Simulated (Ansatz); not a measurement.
**Carrier properties of ZnO under load (space group P6_3mc)**

```
CELL_PARAMETERS angstrom
      3.13447     0.00000     0.00000
     -1.56723     2.71453     0.00000
      0.00000     0.00000     5.36515
ATOMIC_POSITIONS crystal
  Zn 0.33333 0.66667 0.00559
  Zn 0.66667 0.33333 0.50559
  O  0.33333 0.66667 0.36941
  O  0.66667 0.33333 0.86941
```

Computed with r2SCAN with spin-orbit coupling, rigid bands (plane waves, PAW; Ansatz, a program for electronic structure). Condition of this run: biaxial stress in the c plane of 6.6 GPa (compression positive) (the target of the relaxation). How the cell was made: cell and atoms relaxed with PBEsol, then loaded as said.

```json
{
 "band_gap": "1.18 eV",
 "electron conductivity mass (300 K, dilute)": "0.22 (x), 0.22 (y), 0.189 (z) mₑ",
 "hole conductivity mass (300 K, dilute)": "1.93 (x), 1.93 (y), 2.5 (z) mₑ",
 "effective density of states N_c (300 K)": "2.3e18 cm⁻³",
 "effective density of states N_v (300 K)": "9.1e19 cm⁻³",
 "density_of_states_mass_electrons": "0.20 mₑ",
 "density_of_states_mass_holes": "2.4 mₑ",
 "Seebeck coefficient, n-type 1e19 cm⁻³, 300 K": "-116 μV/K",
 "best n-type power factor at 300 K for τ = 10 fs (best axis; densities from 1e16 to 1e21 cm⁻³ tried, whether or not they can be reached)": "1.93 μW/(cm·K²) at 1e19 cm⁻³",
 "Seebeck coefficient, p-type 1e19 cm⁻³, 300 K": "439 μV/K",
 "best p-type power factor at 300 K for τ = 10 fs (best axis; densities from 1e16 to 1e21 cm⁻³ tried, whether or not they can be reached)": "11.6 μW/(cm·K²) at 3e20 cm⁻³"
}
```

Rigid bands; masses and Seebeck coefficients take one relaxation time τ for all states and one kind of carrier; polarons and phonon drag are left out. Geometry: cell and atoms relaxed with PBEsol.
